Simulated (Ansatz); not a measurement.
Consider the following.

```
CELL_PARAMETERS angstrom
      3.18212     0.00000     0.00000
     -1.59106     2.75580     0.00000
      0.00000     0.00000     4.91275
ATOMIC_POSITIONS crystal
  Al 0.33333 0.66667 0.99314
  Al 0.66667 0.33333 0.49314
  N  0.33333 0.66667 0.38186
  N  0.66667 0.33333 0.88186
```

All values below come from PBE with spin-orbit coupling, rigid bands (plane waves, PAW; Ansatz, a first-principles code). Condition of this run: biaxial stress in the c plane of -9 GPa (compression positive) (the target of the relaxation). Geometry: cell and atoms relaxed with PBEsol, then loaded as said.

**Question.** Predict the electron conductivity mass (n e² τ/σ) at 300 K, by direction if it differs.

**Answer.** 0.30 (x), 0.30 (y), 0.30 (z) mₑ.

**Question.** What conductivity effective mass do dilute holes have at 300 K?

**Answer.** 3.0 (x), 3.0 (y), 0.35 (z) mₑ.

**Question.** And the band gap?

**Answer.** 3.73 eV at this level; semilocal functionals usually fall short of the measured gap.

Rigid bands, one relaxation time for all states, no polarons. Geometry: cell and atoms relaxed with PBEsol.
